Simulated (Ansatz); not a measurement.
Si, carrier doping

Start from Si in the diamond structure (space group Fd-3m, No. 227; a = 5.444 Å).

Carriers are added at fixed cell with a uniform background; the Fermi–Dirac width is that of 300 K.

Calculations: plane-wave PAW DFT at the r2SCAN level (Ansatz, an electronic-structure program, 500 eV), no spin-orbit coupling.

Notes on the quantities. Fermi level from band edge: Fermi level relative to the doped band's edge (positive inside the band; to 0.05 eV).

```tsv
variant	Fermi level from band edge	gap between the host's bands
undoped	–	0.77 eV
electrons 1.0×10^21 cm⁻³	+0.30 eV	0.76 eV
electrons 2.0×10^21 cm⁻³	+0.40 eV	0.75 eV
electrons 3.0×10^21 cm⁻³	+0.50 eV	0.74 eV
holes 1.0×10^21 cm⁻³	+0.30 eV	0.79 eV
holes 2.0×10^21 cm⁻³	+0.45 eV	0.81 eV
holes 3.0×10^21 cm⁻³	+0.60 eV	0.83 eV
```

Charged cell with a jellium background: band edges are those of the host's band count, energies are not comparable with the neutral cell, and many-body gap narrowing is missing. Whether these cells are dynamically stable was not tested.
